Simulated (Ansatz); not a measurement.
**A self-consistent single point of LaBPd3 (Pm-3m, 5 atoms in the cell) with Ansatz (a program for electronic structure)**

Method of the run: LDA (PW92), default PAW files made with PBE (plane waves; Ansatz).

Input as run:

Ansatz 0.2 input:
```yaml
# LaBPd3
crystal:
  lattice:
    - [4.39533300, 0.00000000, 0.00000000]
    - [0.00000000, 4.39533300, 0.00000000]
    - [0.00000000, 0.00000000, 4.39533300]
  atoms:
    - { symbol: La, position: [0.00000000, 0.00000000, 0.00000000] }
    - { symbol: B, position: [0.50000000, 0.50000000, 0.50000000] }
    - { symbol: Pd, position: [0.00000000, 0.50000000, 0.50000000] }
    - { symbol: Pd, position: [0.50000000, 0.00000000, 0.50000000] }
    - { symbol: Pd, position: [0.50000000, 0.50000000, 0.00000000] }
basis:
  ecutwfc: 420.0
kpoints:
  mp_grid: { grid: [8, 8, 8] }
hamiltonian:
  xc: lda
  pseudopotentials: { kind: paw }
scf:
  occupations: { method: fermi_dirac, width: 0.1 }
output:
  forces: true
  eigenvalues: true
  stress: true
```

Output, abridged:

```
WARN ansatz: RAYON_NUM_THREADS=1 ignored (pool sized by the plan → 1); use --threads N
Pseudopotentials: kind: paw
Pseudopotential: La, paw, valence charge 11
Pseudopotential: B, paw, valence charge 3
Pseudopotential: Pd, paw, valence charge 18
Crystal: 5 atoms, lattice volume = 84.913 Å³
Basis set: ecut = 420 eV, 1647 PW (Γ)
Bands: 41, of which v1, the nominal top of the filled ones, is band 34 counted from 1 (33 counted from 0)
Symmetry: 48 space group operations
Space group: Pm-3m (ITA 221), of the structure as read, at distance tolerance 4.4e-5 Å
k-points: 35 of 512
PAW frozen core: La, regenerated for the run's functional, and the local potential with it
PAW frozen core: B, regenerated for the run's functional, and the local potential with it
PAW frozen core: Pd, regenerated for the run's functional, and the local potential with it
Initial density: superposition of atomic densities (neutral atoms: chi_scale 0, normalization atom), corrected by the library's trained network
Initial wavefunctions: pseudopotential atomic-orbital guess
Eigensolver: davidson
Functional: x = slater, c = lda
SCF iter   1: F=—  HF=-26762.384667 eV  |F-HF|=—  |Δ(HF+E_count)|=         —  Δρ=1.33e-2  dr2=1.81e-1  ethr=1.77e-3  ⟨swp⟩=4.9  Hψ=4974  notcnv=0
all-band conjugate gradients solve this SCF's bands
preconditioner: auto → Kerker (q_TF=auto, 2.629 Å⁻¹)
SCF iter   2: F=—  HF=-26762.354486 eV  |F-HF|=—  |Δ(HF+E_count)|=   3.02e-2  Δρ=4.28e-3  dr2=1.70e-2  ethr=2.67e-4  ⟨swp⟩=2.1  Hψ=2734  notcnv=0
SCF iter   3: F=—  HF=-26762.351175 eV  |F-HF|=—  |Δ(HF+E_count)|=   3.31e-3  Δρ=1.27e-3  dr2=1.28e-3  ethr=2.50e-5  ⟨swp⟩=2.1  Hψ=2177  notcnv=0
SCF iter   4: F=—  HF=-26762.350828 eV  |F-HF|=—  |Δ(HF+E_count)|=   3.47e-4  Δρ=1.52e-4  dr2=2.79e-5  ethr=1.89e-6  ⟨swp⟩=2.0  Hψ=2553  notcnv=0
SCF iter   5: F=—  HF=-26762.350822 eV  |F-HF|=—  |Δ(HF+E_count)|=   5.57e-6  Δρ=3.87e-5  dr2=1.93e-6  ethr=4.11e-8  ⟨swp⟩=2.0  Hψ=2274  notcnv=0
SCF iter   6: F=-26762.350822 eV  HF=-26762.350822 eV  |F-HF|=7.40e-9  |Δ(HF+E_count)|=   4.78e-7  Δρ=7.16e-6  dr2=4.88e-8  ethr=1.47e-10  ⟨swp⟩=5.9  Hψ=7171  notcnv=0
SCF 1 converged in 6 iterations: F = -26762.350822 eV  dr2 = 4.88e-8
SCF converged after 6 iterations
Free energy (F): -26762.350822 eV
Harris-Foulkes:  -26762.350822 eV  (|F-HF|=7.40e-9)
Internal energy: -26762.223106 eV  (E = F + TS)
E sigma→0 (E₀):  -26762.286964 eV
Entropy (-TS):   -0.127716 eV (-25.543 meV/atom)
Fermi energy:    16.149994 eV
--- Per-component energies (eV) ---
  E_band       = -612.692441
  E_kinetic    = 1780.611540
  E_local      = -7149.638781  (includes V_loc(G=0)·N_el)
  E_nonlocal   = 779.090919
  E_hartree    = 2932.645668
  E_xc         = -673.536518
  E_vxc        = -819.677377  (∫ρ·V_xc dr)
  E_paw        = -16185.894140  (= ΣΔE_a)
  E_vpaw       = -1068.372957  (= ΣTr[D̂ρ^β])
  E_aug_tail   = 0.000635  (compensation charges beyond the density's cutoff)
  E_ewald      = -8247.913180
  E_core_change = 2.410752  (= ΣΔE_core)
  E_smearing   = -0.127716  (= −TS)
  E_closure    = 0.000000  (closes the sum)
  Σ components = -26762.350822   (vs F -26762.350822, Δ=0.00e0)
--- Forces (eV/Å), atoms counted from 1 ---
  atom   1  La     0.00000000     0.00000000     0.00000000
   [... zero for the other atoms too ...]
  max |Σ_I F_I| component: 1.98e-28 eV/Å
--- Stress (GPa, compression-positive) ---
       -7.999539      -0.000000      -0.000000
       -0.000000      -7.999539      -0.000000
        0.000000       0.000000      -7.999539
  P = ⅓ Tr σ = -7.9995 GPa (-79.995 kbar)
  The stress holds the Pulay correction. Without it, at fixed plane waves, as pw.x and ABINIT print it: P = -8.0428 GPa
--- Band table (eV; the first three rows and the last of 35) ---
  k-point 0: bands = ["-68.6046", "-68.5944", "-68.5944", "-34.5406", "-34.5406", "-34.5406", "-34.3201", "-34.3201", "-34.3201", "-34.3166", "-34.3166", "-34.3166", "-16.4622", "-0.1245", "-0.1245", "-0.1245", "6.4338", "11.0389", "11.2378", [...]
  k-point 1: bands = ["-68.6042", "-68.5948", "-68.5944", "-34.5401", "-34.5401", "-34.5396", "-34.3212", "-34.3203", "-34.3203", "-34.3169", "-34.3169", "-34.3166", "-16.4599", "-0.1716", "-0.1276", "-0.1276", "6.5412", "11.1663", "11.3358", [...]
  k-point 2: bands = ["-68.6033", "-68.5957", "-68.5944", "-34.5389", "-34.5389", "-34.5372", "-34.3239", "-34.3207", "-34.3207", "-34.3177", "-34.3177", "-34.3168", "-16.4542", "-0.2821", "-0.1352", "-0.1352", "6.8307", "11.4427", "11.4798", [...]
  k-point 34: bands = ["-68.5978", "-68.5978", "-68.5978", "-34.6011", "-34.4996", "-34.4996", "-34.3531", "-34.3531", "-34.3531", "-34.2911", "-34.2911", "-34.2911", "-16.4323", "-0.2859", "-0.2859", "-0.2859", "9.7119", "9.7150", "9.7150", [...]
```

The run converged in 6 iterations.

The starting cell comes from a database of computed structures (which also holds hypothetical and non-ambient phases and stackings), without a prior relaxation at this level. Its lattice was rescaled by up to half a per cent. Spin polarisation is off. With a pressure of about -8 GPa the cell is away from its equilibrium volume at this level. Ansatz's pressure includes its estimate of the finite-basis (Pulay) stress.
